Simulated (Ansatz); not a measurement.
## Response to strain in hypothetical P6_422 GaN

Base system: GaN (space group P6_422, No. 181; a = 3.125 Å, c = 7.359 Å; a hypothetical phase, not in the database extracts checked). Axes: x lies along a and z along c of the hexagonal cell.

Strains are applied to the cell and any free atomic positions relax.

Levels (all Ansatz, a program for electronic structure, PAW): PBEsol (420 eV, without spin-orbit coupling); r2SCAN (500 eV, no spin-orbit coupling); HSE06 (420 eV, no spin-orbit coupling).

Band gaps by level, all at the geometries relaxed with PBEsol:

| case | PBEsol | r2SCAN | HSE06 |
|---|---|---|---|
| base | 1.47 eV | 1.90 eV | 2.67 eV |
| isotropic strain +4.69 % | 0.31 eV | 0.71 eV | 1.37 eV |
| uniaxial strain ε_xx = +5.06 % | 0.92 eV | 1.33 eV | 2.05 eV |
| uniaxial strain ε_zz = −2.09 % | 1.57 eV | 2.02 eV | 2.81 eV |
| tensor shear ε_yz = +0.85 % | 1.47 eV | 1.90 eV | 2.67 eV |

Single points use the geometry relaxed with PBEsol. HSE06 gaps are upper bounds (no full band path). Whether these cells are dynamically stable was not tested. The base started in P3_121 and relaxed to P6_422 at this level.
